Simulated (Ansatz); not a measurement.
# BeAg (model structure, started from the CsCl type, Pm-3m, No. 221, 2 atoms in the cell)

Computed with r²SCAN in Ansatz (plane waves, PAW).

Settings: plane-wave cutoff 560 eV, 18×18×18 k mesh, Fermi–Dirac smearing 0.05 eV, no spin polarisation, scalar-relativistic PAW data made under PBE.

Cell (relaxed at this level):

```cif
data_AgBe
_chemical_formula_sum 'Be1 Ag1'
_space_group_name_H-M_alt 'Pm-3m'
_space_group_IT_number 221
_space_group_name_Hall '-P 4 2 3'
_cell_length_a 2.93162
_cell_length_b 2.93162
_cell_length_c 2.93162
_cell_angle_alpha 90.000
_cell_angle_beta 90.000
_cell_angle_gamma 90.000
loop_
_atom_site_label
_atom_site_type_symbol
_atom_site_symmetry_multiplicity
_atom_site_Wyckoff_symbol
_atom_site_fract_x
_atom_site_fract_y
_atom_site_fract_z
_atom_site_occupancy
Be1 Be 1 a 0.00000 0.00000 0.00000 1
Ag1 Ag 1 b 0.50000 0.50000 0.50000 1
```

```
Item              Result
---------------  -------
band gap            none
bulk modulus B0  128 GPa
```

Note: the bulk modulus is −V dP/dV from two relaxed cells at ±2 % in volume; the relaxation could raise the start's symmetry but not lower it, so the cell can be a saddle point.

Spin–orbit coupling is not included.

A model structure was made by putting elements into a prototype or built by hand; it is no filed structure, need not be a known phase, and can be a saddle point held by its symmetry.

Ansatz is a program for electronic structure.
